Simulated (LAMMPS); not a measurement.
Simulation of SnO2 (rutile), 576 atoms, at 1710 K and 0 GPa, heated as the crystal.

Level of theory: classical MD, Buckingham potential of Woodley, Battle, Gale and Catlow, Phys. Chem. Chem. Phys. 1, 2535 (1999), used with rigid ions (no shells), PPPM sums, short-range terms cut at 10 Å, modified for these runs by an r^-4 repulsive force inside the short-range force's maximum; code LAMMPS.

```csv
angle (°),"probability per degree, O-Sn-O","probability per degree, Sn-O-Sn"
61.50,0.0000,0.0000
64.50,0.0002,0.0000
67.50,0.0017,0.0000
70.50,0.0077,0.0000
73.50,0.0143,0.0000
76.50,0.0135,0.0000
79.50,0.0095,0.0000
82.50,0.0144,0.0000
85.50,0.0296,0.0000
88.50,0.0435,0.0000
91.50,0.0434,0.0001
94.50,0.0285,0.0010
97.50,0.0157,0.0055
100.5,0.0105,0.0178
103.5,0.0111,0.0312
106.5,0.0109,0.0308
109.5,0.0072,0.0167
112.5,0.0036,0.0067
115.5,0.0011,0.0049
118.5,0.0003,0.0121
121.5,0.0001,0.0311
124.5,0.0000,0.0481
127.5,0.0000,0.0527
130.5,0.0000,0.0407
133.5,0.0000,0.0218
136.5,0.0000,0.0092
139.5,0.0000,0.0023
142.5,0.0000,0.0007
145.5,0.0000,0.0001
148.5,0.0000,0.0000
151.5,0.0000,0.0000
154.5,0.0000,0.0000
157.5,0.0000,0.0000
160.5,0.0001,0.0000
163.5,0.0008,0.0000
166.5,0.0036,0.0000
169.5,0.0100,0.0000
172.5,0.0196,0.0000
175.5,0.0222,0.0000
178.5,0.0103,0.0000
```

Main features:
- state found: crystal; no diffusion seen in 21 ps
- most common O-Sn-O angle: in the 3° bin centred on 88.5° (mean of all 107°)
- most common Sn-O-Sn angle: in the 3° bin centred on 127.5° (mean of all 120°)

Caution: the potential ionic pair potential woodley1999 is fitted for structure prediction of static crystals.
